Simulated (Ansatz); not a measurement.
SmAl3 (P6₃/mmc, No. 194; cell taken from a computed entry), treated with r²SCAN (PAW; Ansatz, a quantum-chemistry and plane-wave program).

Run with plane-wave cutoff 500 eV, 12×12×12 k mesh, Fermi–Dirac smearing 0.1 eV, spin-polarised start, scalar-relativistic PAW data made under PBE.

Computed at the level's own relaxed cell.

Problem. Predict the volume per atom, lattice constant a and lattice parameter c.

Solution. 
- volume per atom: 21.03 Å³/atom
- lattice constant a: 6.514 Å
- lattice parameter c: 4.578 Å

Note: the magnetic order was assumed, not searched for or taken from measurement; the relaxation could not lower the start's symmetry, so the cell can be a saddle point above a distorted one; the 4f shell is treated without U or exact exchange, so its levels and filling can be wrong.

Spin–orbit coupling is not included.

Cost on a shared machine: about 26 core-minutes (a rough figure).
